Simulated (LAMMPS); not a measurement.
LAMMPS 22 Jul 2025, classical MD, Buckingham with full ionic charges: MgO, 5832 atoms.

| Quantity | Value |
|---|---|
| task | MD, nve |
| potential | Buckingham with full ionic charges |
| copies of the repeat unit | 9×9×9 |
| shape (slab and sphere leave vacuum in the box) | bulk |
| steps | 200 |
| timestep | 1 fs |
| neighbor skin | 2 Å |
| neigh_modify | every 1 delay 0 check yes |
| thermo | 50 |
| kspace_style | pppm |
| pair cutoff | 12 Å |
| newton | on (default) |
| atom_modify sort (bins of 2 Å where set) | 1000 (default) |
| comm_style | brick (default) |
| box | 37.9 × 37.9 × 37.9 Å |
| start | generated rock salt lattice, warmed in an untimed run |

All runs start from one configuration, warmed at this fixed volume for 1000 steps under a thermostat at 300 K. The reference run has a mean temperature of 300 K and a mean pressure of -0.4 GPa.

Differences are taken against the run with kspace_accuracy = 1e-08, kspace_modify order 7; no run here is proven converged. Each setting ran once; only counts and results are compared.

Settings tried, all else as in the reference:
- kspace_accuracy = 0.001, kspace_modify order 5 diff ik (default)
- kspace_accuracy = 0.01, kspace_modify order 5 diff ik (default)
- kspace_accuracy = 0.1, kspace_modify order 5 diff ik (default)
- kspace_accuracy = 1e-05, kspace_modify order 5 diff ik (default)
- kspace_accuracy = 1e-06, kspace_modify order 5 diff ik (default)
- kspace_accuracy = 0.0001, kspace_modify order 5 diff ik (default)

Task: Which settings reproduce the reference to 1.0 meV/atom in energy, 10 meV/Å in forces on 48 atoms (largest component)?

Result: Within it: kspace_accuracy = 1e-06, kspace_modify order 5 diff ik (default); kspace_accuracy = 1e-05, kspace_modify order 5 diff ik (default); kspace_accuracy = 0.0001, kspace_modify order 5 diff ik (default). Outside: kspace_accuracy = 0.001, kspace_modify order 5 diff ik (default); kspace_accuracy = 0.01, kspace_modify order 5 diff ik (default); kspace_accuracy = 0.1, kspace_modify order 5 diff ik (default).

```json
[
 {"setting": "the reference", "k-space grid": "90×90×90", "energy against the reference": "—", "difference in forces on 48 atoms (largest component)": "—"},
 {"setting": "kspace_accuracy = 1e-06, kspace_modify order 5 diff ik (default)", "k-space grid": "75×75×75", "energy against the reference": "+0.0065 meV/atom", "difference in forces on 48 atoms (largest component)": "0.0096 meV/Å"},
 {"setting": "kspace_accuracy = 1e-05, kspace_modify order 5 diff ik (default)", "k-space grid": "45×45×45", "energy against the reference": "+0.058 meV/atom", "difference in forces on 48 atoms (largest component)": "0.075 meV/Å"},
 {"setting": "kspace_accuracy = 0.0001, kspace_modify order 5 diff ik (default)", "k-space grid": "27×27×27", "energy against the reference": "+0.55 meV/atom", "difference in forces on 48 atoms (largest component)": "0.67 meV/Å"},
 {"setting": "kspace_accuracy = 0.001, kspace_modify order 5 diff ik (default)", "k-space grid": "18×18×18", "energy against the reference": "+3.4 meV/atom", "difference in forces on 48 atoms (largest component)": "4.0 meV/Å"},
 {"setting": "kspace_accuracy = 0.01, kspace_modify order 5 diff ik (default)", "k-space grid": "10×10×10", "energy against the reference": "+44 meV/atom", "difference in forces on 48 atoms (largest component)": "47 meV/Å"},
 {"setting": "kspace_accuracy = 0.1, kspace_modify order 5 diff ik (default)", "k-space grid": "5×5×5", "energy against the reference": "+560 meV/atom", "difference in forces on 48 atoms (largest component)": "420 meV/Å"}
]
```

Total energies are compared; such shifts often cancel in part in energy differences. Energies and forces are those of the first step; by LAMMPS's own estimate the reference reaches a relative force accuracy of 7e-07. The tolerance is a choice made for this comparison.
